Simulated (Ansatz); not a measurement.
Ansatz (an electronic-structure program) run on La2Se3 (P-3m1, 5 atoms in the cell): self-consistent single point.

Computed with LDA (PW92) with spin-orbit coupling, default PAW files made with PBE (plane waves; Ansatz).

```
CELL_PARAMETERS angstrom
      4.85654     0.00000     0.00000
     -2.42827     4.20589     0.00000
      0.00000     0.00000     7.56723
ATOMIC_POSITIONS crystal
  La 0.33333 0.66667 0.24670
  La 0.66667 0.33333 0.75330
  Se 0.00000 0.00000 0.00000
  Se 0.33333 0.66667 0.64700
  Se 0.66667 0.33333 0.35300
```

Reference input (self-consistent single point, DFT, PBE, plane waves, default PAW files): kpoints.mp_grid.grid = 8 8 5; hamiltonian.xc = pbe; hamiltonian.pseudopotentials = {kind: paw} (the program's default PAW files); scf.occupations.method = gaussian; scf.occupations.width = 0.2 eV. This run's input differs from it in these lines:

Ansatz 0.2 input:
```diff
@@ -15,4 +15,7 @@
 hamiltonian:
-  xc: pbe
+  xc: lda
   pseudopotentials: { kind: paw }
+magnetization:
+  noncollinear: true
+  spin_orbit: true
 scf:
```

The program printed (abridged):

```
SCF iter   1: F=—  HF=-28324.874893 eV  |F-HF|=—  |Δ(HF+E_count)|=         —  Δρ=7.00e-2  dr2=1.58e1  dr2_m=0.00e0 (ungated)  ethr=3.10e-3  |M|=0.00e0 ∫|m|=0.00e0 μB  |m|>n=0.0e0 m-floor=0.0e0 τ_xc=0.0e0  β_m=0.30  ⟨swp⟩=3.5  Hψ=6611  notcnv=0
all-band conjugate gradients solve this SCF's bands
preconditioner: auto → Resta (q_TF=auto, 2.391 Å⁻¹)
   [... lines left out ...]
SCF iter  10: F=—  HF=-28322.326901 eV  |F-HF|=—  |Δ(HF+E_count)|=  9.09e-10  Δρ=5.34e-6  dr2=8.98e-8  dr2_m=0.00e0 (ungated)  ethr=1.43e-10  |M|=0.00e0 ∫|m|=0.00e0 μB  |m|>n=0.0e0 m-floor=0.0e0 τ_xc=0.0e0  β_m=0.80  ⟨swp⟩=20.9  Hψ=12082  notcnv=0
SCF iter  11: F=-28322.326901 eV  HF=-28322.326901 eV  |F-HF|=5.82e-11  |Δ(HF+E_count)|=   5.10e-8  Δρ=1.55e-6  dr2=5.31e-9  dr2_m=0.00e0 (ungated)  ethr=1.28e-10  |M|=0.00e0 ∫|m|=0.00e0 μB  |m|>n=0.0e0 m-floor=0.0e0 τ_xc=0.0e0  ⟨swp⟩=4.5  Hψ=6129  notcnv=0
SCF 1 converged in 11 iterations: F = -28322.326901 eV  dr2 = 5.31e-9
Magnetization: |M| = 0.0000 μB,  M = (+0.0000, +0.0000, +0.0000) μB
Absolute magnetization: 0.0000 μB (∫|m|)
  site 0: m = (+0.0000, +0.0000, +0.0000) μB, |m| = 0.0000 μB  (R = 1.20 Å)
  site 1: m = (+0.0000, +0.0000, +0.0000) μB, |m| = 0.0000 μB  (R = 1.20 Å)
  site 2: m = (+0.0000, +0.0000, +0.0000) μB, |m| = 0.0000 μB  (R = 1.39 Å)
  site 3: m = (+0.0000, +0.0000, +0.0000) μB, |m| = 0.0000 μB  (R = 1.20 Å)
  site 4: m = (+0.0000, +0.0000, +0.0000) μB, |m| = 0.0000 μB  (R = 1.20 Å)
Free energy (F): -28322.326901 eV
Internal energy: -28322.326901 eV  (E = F + TS)
E sigma→0 (E₀):  -28322.326901 eV
Fermi energy:    8.872109 eV
--- Forces (eV/Å), atoms counted from 1 ---
  atom   1  La    -0.00000000     0.00000000    -0.23229745
   [... lines left out ...]
  atom   5  Se     0.00000000     0.00000000     0.07415134
--- Stress (GPa, compression-positive) ---
       -4.060696       0.000000       0.000000
        0.000000      -4.060696       0.000000
        0.000000       0.000000      -4.112885
  P = ⅓ Tr σ = -4.0781 GPa (-40.781 kbar)
  The stress holds the Pulay correction. Without it, at fixed plane waves, as pw.x and ABINIT print it: P = -4.0935 GPa
```

The run converged in 11 iterations. Against the reference run the pressure goes from -0.09 to -4.08 GPa, the largest force goes from 0.391 to 0.232 eV/Å and the gap on the mesh goes from 1.929 to 1.785 eV.

The starting cell was generated: these elements placed on a structure prototype, without a prior relaxation; it need not be a known phase or ordering of this composition. With a pressure of about -4 GPa the cell is away from its equilibrium volume at this level. Ansatz's pressure includes its estimate of the finite-basis (Pulay) stress.

Cost on one core of a shared machine: roughly 80 s.
